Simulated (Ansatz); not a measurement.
**Effective masses and thermopower of BP under load (space group F-43m)**

Input:

```yaml
crystal:
  lattice:
    - [0.00000, 2.32342, 2.32342]
    - [2.32342, 0.00000, 2.32342]
    - [2.32342, 2.32342, 0.00000]
  atoms:
    - { symbol: B, position: [0.00000, 0.00000, 0.00000] }
    - { symbol: P, position: [0.25000, 0.25000, 0.25000] }
```

Method: r2SCAN with spin-orbit coupling, rigid bands (plane waves, PAW; Ansatz, a program for electronic structure). Condition of this run: hydrostatic pressure of -12 GPa (compression positive) (the target of the relaxation). How the cell was made: cell and atoms relaxed with PBEsol, then loaded as said.

```json
{
 "band_gap": "1.49 eV",
 "electron conductivity mass (300 K, dilute)": "0.32 mₑ",
 "hole conductivity mass (300 K, dilute)": "0.39 mₑ",
 "effective density of states N_c (300 K)": "3.9e19 cm⁻³",
 "effective density of states N_v (300 K)": "2.1e19 cm⁻³",
 "density_of_states_mass_electrons": "1.33 mₑ",
 "density_of_states_mass_holes": "0.90 mₑ",
 "Seebeck coefficient, n-type 1e19 cm⁻³, 300 K": "-332 μV/K",
 "best n-type power factor at 300 K for τ = 10 fs (best axis; densities from 1e16 to 1e21 cm⁻³ tried, whether or not they can be reached)": "19.4 μW/(cm·K²) at 1e20 cm⁻³",
 "Seebeck coefficient, p-type 1e19 cm⁻³, 300 K": "314 μV/K",
 "best p-type power factor at 300 K for τ = 10 fs (best axis; densities from 1e16 to 1e21 cm⁻³ tried, whether or not they can be reached)": "14.3 μW/(cm·K²) at 1e20 cm⁻³"
}
```

Rigid bands; masses and Seebeck coefficients take one relaxation time τ for all states and one kind of carrier; polarons and phonon drag are left out. Geometry: cell and atoms relaxed with PBEsol.
